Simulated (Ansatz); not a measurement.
Layers are cut from database crystals; whether they can be made is not shown.

System: single layer of NaI (symmetry P4/mmm as a slab, 2 atoms a cell), relaxed.

Here is the system:

```xyz
2
Lattice="4.4290 0.0000 0.0000 0.0000 4.4290 0.0000 0.0000 0.0000 20.0000" Properties=species:S:1:pos:R:3 pbc="T T T"
I      0.0000     0.0000    10.0000
Na     2.2145     2.2145    10.0000
```

The image is the density of sample states between the Fermi level and the bias.

Mesh 12×12×1, no spin-orbit coupling, no spin polarisation; biases count from the run's Fermi level.

**Question.** Give the constant-current image of the upper face at a sample bias of +2.9 V from a Fermi level inside the gap (empty states up to 1.0 eV over the conduction edge) over one cell, by Ansatz (a quantum-chemistry and plane-wave program) with PBE, Tersoff-Hamann images. The set point is the mean density 3.5 Å over the top atom.

**Answer.** Corrugation 0.26 Å, highest over Na2 and the sites alike, lowest over I1 and the sites alike. Tip height over the top atom in Å, x and y in fractions of the first two vectors:

```
y \ x   0.000  0.111  0.167  0.278  0.333  0.444  0.500  0.611  0.667  0.778  0.833  0.944
------  -----  -----  -----  -----  -----  -----  -----  -----  -----  -----  -----  -----
0.944    3.37   3.38   3.40   3.44   3.45   3.47   3.47   3.46   3.45   3.42   3.40   3.37
0.889    3.38   3.40   3.42   3.46   3.47   3.49   3.49   3.48   3.47   3.44   3.42   3.38
0.778    3.42   3.44   3.46   3.50   3.52   3.54   3.54   3.53   3.52   3.48   3.46   3.42
0.722    3.43   3.46   3.48   3.53   3.55   3.57   3.57   3.56   3.55   3.50   3.48   3.44
0.667    3.45   3.47   3.49   3.55   3.57   3.59   3.60   3.58   3.57   3.52   3.49   3.45
0.556    3.46   3.49   3.51   3.57   3.59   3.62   3.62   3.61   3.59   3.54   3.51   3.47
0.500    3.46   3.49   3.52   3.57   3.60   3.62   3.63   3.61   3.60   3.54   3.52   3.47
0.444    3.46   3.49   3.51   3.57   3.59   3.62   3.62   3.61   3.59   3.54   3.51   3.47
0.389    3.46   3.48   3.51   3.56   3.58   3.61   3.61   3.60   3.58   3.53   3.51   3.46
0.278    3.43   3.46   3.48   3.53   3.55   3.57   3.57   3.56   3.55   3.50   3.48   3.44
0.222    3.42   3.44   3.46   3.50   3.52   3.54   3.54   3.53   3.52   3.48   3.46   3.42
0.167    3.40   3.42   3.44   3.48   3.49   3.51   3.52   3.51   3.49   3.46   3.44   3.40
0.0556   3.37   3.38   3.40   3.44   3.45   3.47   3.47   3.46   3.45   3.42   3.40   3.37
0.000    3.36   3.38   3.40   3.43   3.45   3.46   3.46   3.46   3.45   3.42   3.40   3.37
```
